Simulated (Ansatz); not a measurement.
## Effect of pressure 15 GPa on TaC

Start from TaC in the rock salt structure (space group Fm-3m, No. 225; a = 4.476 Å).

One thing is altered: cell and atoms relaxed at a pressure of 15 GPa.

The values are results of DFT with PBE, PAW potentials and a 420 eV plane-wave cutoff in Ansatz (a quantum-chemistry and plane-wave program), no spin-orbit coupling, earlier PAW set, not measurements. k-mesh 18×18×18 (Γ-centred); smearing 0.05 eV (Fermi–Dirac).

```json
[
 {"quantity": "volume per atom", "base": "11.21 Å³", "changed": "10.74 Å³", "shift": "-0.465 Å³"},
 {"quantity": "density", "base": "14.29 g/cm³", "changed": "14.91 g/cm³", "shift": "+0.62 g/cm³"},
 {"quantity": "lattice parameter a", "base": "4.476 Å", "changed": "4.413 Å", "shift": "-0.063 Å"},
 {"quantity": "enthalpy H = E + PV relative to the base's energy", "base": "–", "changed": "+1.03 eV/atom", "shift": "–"},
 {"quantity": "band gap", "base": "zero", "changed": "zero", "shift": "–"}
]
```

Final structure:

```
TaC
1.0
    0.00000     2.20659     2.20659
    2.20659     0.00000     2.20659
    2.20659     2.20659     0.00000
C Ta
1 1
Direct
  0.00000   0.00000   0.00000
  0.50000   0.50000   0.50000
```

Cost of the whole job for the changed cell (relaxation, final SCF and bands): about 22 core-seconds (a rough figure).

Load acts through the strain it causes; cell and atoms are relaxed under it. Stability against distortions was not tested. Competing high-pressure phases were not computed. All final runs are without spin polarisation. An odd electron count without spin: TaC.
